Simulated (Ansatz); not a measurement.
**A computed series for hypothetical diamond Al: pressure series**

The parent structure is Al in the diamond structure (space group Fd-3m, No. 227; a = 6.048 Å; a hypothetical phase, not in the database extracts checked).

Cell and atoms are relaxed at each pressure.

Levels (all Ansatz, a quantum-chemistry and plane-wave program, PAW): PBE (420 eV, spin-orbit coupling left out); PBEsol (420 eV, spin-orbit coupling left out).

The base cell above is that of PBE; each level relaxes its own structures.

```csv
case,"shortest interatomic distance, PBE","shortest interatomic distance, PBEsol"
pressure −2 GPa,2.673 Å,2.645 Å
pressure −1 GPa,2.643 Å,(withheld)
pressure 0.3 GPa,2.612 Å,2.590 Å
pressure 0.7 GPa,2.603 Å,2.581 Å
pressure 1.5 GPa,2.586 Å,(withheld)
pressure 3 GPa,2.559 Å,2.540 Å
pressure 5 GPa,2.526 Å,(withheld)
pressure 7.5 GPa,2.492 Å,(withheld)
pressure 10 GPa,2.462 Å,2.448 Å
```

Complete the table.


- pressure −1 GPa, shortest interatomic distance, PBEsol: 2.619 Å
- pressure 1.5 GPa, shortest interatomic distance, PBEsol: 2.566 Å
- pressure 5 GPa, shortest interatomic distance, PBEsol: 2.509 Å
- pressure 7.5 GPa, shortest interatomic distance, PBEsol: 2.476 Å

PBE lies above PBEsol in every row, by 0.014 Å to 0.028 Å. They put the cases in the same order.

Load acts through the strain it causes; cell and atoms are relaxed under it. No phonon test of stability was made. No other phases were tried under pressure.
